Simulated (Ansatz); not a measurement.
**A computed series for Rb: pressure series**

Consider Rb (space group I4/mmm, No. 139; a = 5.818 Å, c = 5.607 Å; a cell from a computed database, its experimental status unchecked).

Cell and atoms are relaxed at each pressure.

All numbers come from r2SCAN/PAW in Ansatz (a quantum-chemistry and plane-wave program), spin-orbit coupling left out.

Notes on the quantities. enthalpy: H = E + PV relative to the base's energy.

| variant | volume per atom | enthalpy |
|---|---|---|
| base | 94.90 Å³ | – |
| pressure 0.9 GPa | 75.77 Å³ | +0.47 eV/atom |
| pressure 2.1 GPa | 64.33 Å³ | +0.99 eV/atom |
| pressure 4.5 GPa | 52.57 Å³ | +1.86 eV/atom |
| pressure 9 GPa | 41.35 Å³ | +3.16 eV/atom |
| pressure 15 GPa | 32.27 Å³ | +4.47 eV/atom |
| pressure 22.5 GPa | 26.74 Å³ | +5.83 eV/atom |
| pressure 30 GPa | 21.55 Å³ | +6.96 eV/atom |

From pressure 15 GPa on, the axis ratios lie over 15 % from the base's, so the cell there is far from its starting form. Load acts through the strain it causes; cell and atoms are relaxed under it. Whether these cells are dynamically stable was not tested. No other phases were tried under pressure. Along this pressure series the structure jumps between 0 GPa and pressure 0.9 GPa; cells beyond that are another form of it. This is not the structure that Rb has at room temperature and ambient pressure.
